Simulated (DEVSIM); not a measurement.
**abrupt GaAs p-n junction**

Device: abrupt GaAs p-n junction, at 300 K.

```tsv
layer (left to right)	material	thickness (μm)	Nd (cm⁻³)	Na (cm⁻³)	τn (s)	τp (s)
1	GaAs	8.40	-	1.6e14	8.6e-9	8.6e-9
2	GaAs	20.0	9.8e14	-	8.6e-9	8.6e-9
```

Left contact: ohmic. Right contact: ohmic. Voltage is applied to the left contact. Recombination: SRH at mid-gap. Mobility is μmin + (μ − μmin)/(1 + (N/Nref)^α).

This is a model device: material constants are rounded textbook-type values typed into the input, and sizes, dopings and lifetimes were drawn at random. Values at 300 K.

| parameter | GaAs |
|---|---|
| gap (eV) | 1.424 |
| affinity (eV) | 4.07 |
| permittivity | 12.9 |
| Nc (cm⁻³) | 4.7e17 |
| Nv (cm⁻³) | 9e18 |
| μn (cm²/Vs) | 8500 |
| μp (cm²/Vs) | 400 |
| μn,min | 500 |
| μp,min | 20 |
| Nref,n | 6e16 |
| Nref,p | 1.5e17 |
| αn | 0.39 |
| αp | 0.38 |

DEVSIM, 1D drift-diffusion, Boltzmann statistics, complete ionisation; no tunnelling, impact ionisation, image-force lowering or self-heating.

The potential step across the device at zero bias comes out as 0.982 V, the largest field in the device at zero bias is 6000 V/cm and the dark forward voltage at 1 A/cm² comes out as 0.893 V. The dark forward voltage at 100 A/cm² comes out as 1.338 V.

Dark reverse current:

| V (V) | J (A/cm²) |
|---|---|
| -0.40 | -1.7e-9 |
| -1.00 | -3.5e-9 |
| -2.00 | -5.7e-9 |
| -3.00 | -7.6e-9 |
| -4.00 | -9.2e-9 |
| -6.00 | -1.2e-8 |
| -8.00 | -1.4e-8 |
| -10.00 | -1.6e-8 |
| -13.00 | -1.8e-8 |
| -16.00 | -1.9e-8 |
| -20.00 | -2.0e-8 |

Dark forward current:

(V (V), J (A/cm²)): (0.05, 7.2e-10); (0.10, 2.5e-9); (0.20, 2.1e-8); (0.25, 5.7e-8); (0.30, 1.6e-7); (0.40, 1.2e-6); (0.45, 3.4e-6); (0.55, 3.0e-5); (0.60, 9.7e-5); (0.65, 0.00036); (0.75, 0.0083); (0.80, 0.048); (0.85, 0.27); (0.95, 4.0); (1.00, 9.4); (1.10, 28); (1.15, 40); (1.20, 55); (1.30, 87); (1.35, 100); (1.40, 120); (1.50, 160); (1.55, 190); (1.65, 230); (1.70, 260); (1.75, 280); (1.85, 330); (1.90, 360)
